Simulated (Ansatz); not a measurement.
## hcp Zr (0 0 1) on beta Ga2O3 (1 0 0) (film strained to the substrate, started from cuts of the bulks and a machine-learned relaxation; slabs Ga16O24 and Zr8, which can lie off the formulas)

A periodic stack without vacuum, hcp Zr (0 0 1) on beta Ga2O3 (1 0 0) (film strained to the substrate, started from cuts of the bulks and a machine-learned relaxation; slabs Ga16O24 and Zr8, which can lie off the formulas): substrate slab Ga16O24, film Zr8, surface cells [[0, 1], [-1, 0]] and [[-1, 1], [-1, -1]], film strained by -4.6 and +5.0 %, outermost planes GaO/GaO and Zr/Zr as cut, which need not be the usual terminations and can put a slab off its formula.

The start was prepared with a machine-learned potential, and the result is one local minimum, with the in-plane cell held and forces under 0.04 eV/Å; the film can end far from its bulk form.

These are PBE (plane waves to 420 eV, PAW; Ansatz, a first-principles code) values and carry that method's errors. Spin–orbit coupling is left out; the runs are not spin-polarised; PBE gaps are too small against experiment. Its k-point mesh 5×8×1, Fermi–Dirac width 0.05 eV.

- interface area = 18.1 Å²
- period = 34.55 Å
- heights between the nearest atoms of the two slabs at the two interfaces = 1.09 and 1.09 Å
- Ga–Zr contacts across the interfaces within 1.22 times the sum of covalent radii = 8, mean 3.17 Å
- O–Zr contacts across the interfaces within 1.22 times the sum of covalent radii = 8, mean 2.20 Å
- estimate of the barrier = withheld, since the Fermi level falls at or inside a band of the host, which a slab this thin can't settle

```
CELL_PARAMETERS angstrom
      5.87652    -0.00068    -0.10438
     -0.00074     3.08274    -0.06508
     -2.09072    -2.27596    34.65246
ATOMIC_POSITIONS crystal
  Ga 0.94204 0.10751 0.29800
  Ga 0.56430 0.36828 0.05574
  Ga 0.43834 0.63109 0.32180
  Ga 0.03581 0.85010 0.03728
  O  0.23165 0.13276 0.32364
  O  0.25524 0.34663 0.03351
  O  0.68276 0.13670 0.32718
  O  0.60836 0.31182 0.00058
  O  0.60666 0.89806 0.08613
  O  0.92016 0.57795 0.26776
  Ga 0.11430 0.43616 0.12393
  Ga 0.41266 0.04538 0.23459
  Ga 0.61246 0.95741 0.14578
  Ga 0.91497 0.52195 0.21106
  O  0.40836 0.45891 0.14736
  O  0.12357 0.01936 0.20829
  O  0.85096 0.46347 0.15164
  O  0.67234 0.01611 0.20525
  O  0.43475 0.57484 0.26472
  O  0.09437 0.90710 0.09419
  Ga 0.62080 0.45776 0.65218
  Ga 0.24332 0.71855 0.40993
  Ga 0.14926 0.97630 0.67064
  Ga 0.74702 0.19495 0.38613
  O  0.92988 0.47972 0.67441
  O  0.95371 0.69328 0.38428
  O  0.57679 0.51474 0.70734
  O  0.50259 0.68937 0.38075
  O  0.26517 0.24810 0.44016
  O  0.57850 0.92797 0.62179
  Ga 0.77264 0.78069 0.47333
  Ga 0.07100 0.39025 0.58400
  Ga 0.27033 0.30406 0.49687
  Ga 0.57284 0.86879 0.56215
  O  0.06173 0.80661 0.49963
  O  0.77693 0.36731 0.56057
  O  0.51298 0.80997 0.50267
  O  0.33430 0.36266 0.55627
  O  0.09094 0.91931 0.61374
  O  0.75059 0.25123 0.44320
  Zr 0.90999 0.54520 0.73886
  Zr 0.42603 0.04920 0.74247
  Zr 0.67729 0.62658 0.81707
  Zr 0.18874 0.12677 0.81749
  Zr 0.99624 0.69933 0.89041
  Zr 0.50765 0.19961 0.89087
  Zr 0.75913 0.77729 0.96545
  Zr 0.27516 0.28124 0.96906
```
